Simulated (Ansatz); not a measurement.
The cell is built on a prototype and need not be the phase stable at ambient conditions.

By r2SCAN, the system below comes out a metal.

A figure of merit of an interconnect metal is its ballistic conductance per area.

```xyz
4
Lattice="6.4103 0.0000 0.0000 0.0000 6.1552 0.0000 0.0000 3.0776 1.7768" Properties=species:S:1:pos:R:3 pbc="T T T"
Ge     0.0000     0.0000     0.0000
Ge     3.2051     0.0000     0.0000
Si     4.8077     4.1035     0.0000
Si     1.6026     5.1293     1.7768
```

Space group of this cell: P6_3/mmc, NiAs type. The cell was relaxed by PBE-D3(BJ); by r2SCAN its mean pressure is 1.6 GPa.

The current flows along the normal of the first two printed cell vectors. No spin-orbit coupling; the value is a mean over 0.1 eV about the Fermi level.

### Question
Compute, with Ansatz (an electronic-structure program) with r2SCAN, the ballistic conductance per area.

### Answer
1.1 × 10¹⁵ S/m² for both spins.
